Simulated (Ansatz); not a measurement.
Take ZnS in the wurtzite structure (space group P6_3mc, No. 186; a = 3.845 Å, c = 6.306 Å) as the base.

(Cell as relaxed with PBE.)

Levels (all Ansatz, an electronic-structure program, PAW, earlier PAW set): PBE (420 eV, no SOC); PBEsol (420 eV, spin-orbit coupling left out).

Each level relaxes its own structure.

```tsv
base	PBE	PBEsol
volume per atom	20.19 Å³	19.23 Å³
lattice parameter a	3.845 Å	3.782 Å
band gap	2.07 eV	2.15 eV
```

Modification: a negative pressure, −2 GPa.

```json
[
 {"quantity": "band gap", "PBE": "1.94 eV", "PBEsol": "?"},
 {"quantity": "shortest interatomic distance", "PBE": "2.381 Å", "PBEsol": "?"},
 {"quantity": "valence-band top at Γ (three highest levels, from the VBM)", "PBE": "0.00, 0.00, -0.07 eV", "PBEsol": "?"}
]
```

Given the PBE results, estimate those of PBEsol.


- band gap, PBEsol: 2.03 eV
- shortest interatomic distance, PBEsol: 2.340 Å
- valence-band top at Γ (three highest levels, from the VBM), PBEsol: 0.00, 0.00, -0.08 eV

PBE's band gap lies 0.09 eV below PBEsol's; PBE's shortest interatomic distance lies 0.041 Å above PBEsol's (1.8 %). Neither level is exact; PBEsol is the comparison here, not a measurement.

Load acts through the strain it causes; cell and atoms are relaxed under it. Stability against distortions was not tested.
